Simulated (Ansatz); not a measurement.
**A computed series for PbS: response to strain**

Start from PbS in the rock salt structure (space group Fm-3m, No. 225; a = 5.903 Å).

Strains are applied to the cell and any free atomic positions relax.

Method: PBEsol (Ansatz, a first-principles code; PAW; 420 eV plane waves; without spin-orbit coupling).

Notes on the quantities. energy relative to the base: free energy F.

| variant | energy relative to the base | band gap | pressure | volume per atom |
|---|---|---|---|---|
| base | 0 meV/atom | 0.19 eV | 0.0 GPa | 25.71 Å³ |
| isotropic strain −1.50 % | +10 meV/atom | zero | 3.0 GPa | 24.57 Å³ |
| isotropic strain −1.00 % | +4.4 meV/atom | 0.07 eV | 1.91 GPa | 24.94 Å³ |
| isotropic strain −0.50 % | +1.1 meV/atom | 0.13 eV | 0.93 GPa | 25.32 Å³ |
| isotropic strain +0.50 % | +1.1 meV/atom | 0.25 eV | -0.87 GPa | 26.09 Å³ |
| isotropic strain +1.00 % | +4.2 meV/atom | 0.30 eV | -1.68 GPa | 26.49 Å³ |
| isotropic strain +1.50 % | +9.3 meV/atom | 0.36 eV | -2.43 GPa | 26.88 Å³ |
| isotropic strain +2.00 % | +16 meV/atom | 0.40 eV | -3.13 GPa | 27.28 Å³ |
| isotropic strain +2.50 % | +25 meV/atom | 0.45 eV | -3.78 GPa | 27.68 Å³ |
| isotropic strain +3.00 % | +35 meV/atom | 0.50 eV | -4.39 GPa | 28.09 Å³ |

With Pb present, leaving out spin-orbit coupling can change the band edges. Stability against distortions was not tested. The final runs are not spin-polarised. A zero or small gap of PbS can be the functional's error rather than a property of the material.
